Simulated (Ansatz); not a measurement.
## TiC: tensor shear ε_xy = +0.86 %

Take TiC in the rock salt structure (space group Fm-3m, No. 225; a = 4.2609 Å; relaxed with 0.1 eV smearing) as the base. Axes: x, y, z lie along the cube axes.

The change: tensor shear ε_xy = +0.86 % (engineering shear γ = 0.0172), atoms relaxed at fixed cell.

Computed with Ansatz (a first-principles code) LDA, no SOC. k-mesh 23×23×23 (Γ-centred); smearing 0.1 eV (Fermi–Dirac).

The volume per atom is still 9.67 Å³ and the space group changes from Fm-3m (No. 225) to Immm (No. 71). The shortest interatomic distance remains 2.130 Å and the energy grows by 1.6 meV/atom. The pressure (mean of the normal stresses, compression positive) stays 0.0 GPa and the band gap remains zero. The stress (xx, yy, zz, yz, xz, xy; compression positive) amounts to (0.0, 0.0, 0.0, 0.0, 0.0, -3.1) GPa.

The cells carry an imposed strain or load. Stability against distortions was not tested. All final runs are without spin polarisation.
